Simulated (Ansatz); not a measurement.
Bond-angle distributions (per cent of the angles at each element, bins of 10°) of a relaxed model of amorphous hafnium silicate (Hf6Si18O48) at 3.59 g/cm³. The numbers are results of PBE, scalar-relativistic without spin-orbit coupling (plane waves to 420 eV, PAW; Ansatz, a program for electronic structure), not measurements.

Preparation: random packing, a CHGNet melt and quench, and a DFT relaxation. O atoms were pushed apart under 1.9 Å during the dynamics, to hinder bonds among them. The hot cell started wider than the set density and was brought back towards it in steps. It is the lowest in DFT energy of 2 quenches. It is a model cell: composition and starting density were chosen by hand, and all elements were melted together. No dispersion term was used. Its density started from a set value of 3.86 and ended at 3.59 g/cm³. Cooling (nominally 240 K/ps over its main leg) ran many orders faster than in experiment, which tends to leave more defects and strain. Values belong to this one cell and scatter from quench to quench. The volume was free in the relaxation, at fixed shape. Stress components on the final sampling reach 2.0 GPa. Cycles of charging lowered its energy after that relaxation.

Neighbours within Hf-Hf 3.34 Å, Hf-Si 2.89 Å, Hf-O 2.74 Å, Si-Si 2.60 Å, Si-O 1.90 Å, O-O 1.58 Å count as bonded. Two cations that share two anions don't count as bonded, nor two that share one unless they lie closer than Hf-Hf 3.25 Å, Hf-Si 2.81 Å, Si-Si 2.38 Å.

```tsv
angle (°)	at Hf	at Si	at O
50-60	0	0	0
60-70	10	0	0
70-80	8	0	0
80-90	13	0	2
90-100	21	3	8
100-110	15	52	9
110-120	7	45	9
120-130	8	0	6
130-140	3	0	23
140-150	4	0	22
150-160	6	0	19
160-170	3	0	2
170-180	1	0	0
```

They go with these counts of neighbours within the cut-offs, cation contacts included: Hf mean 5.3, most often 6; Si mean 4.0, most often 4; O mean 2.2, most often 2.
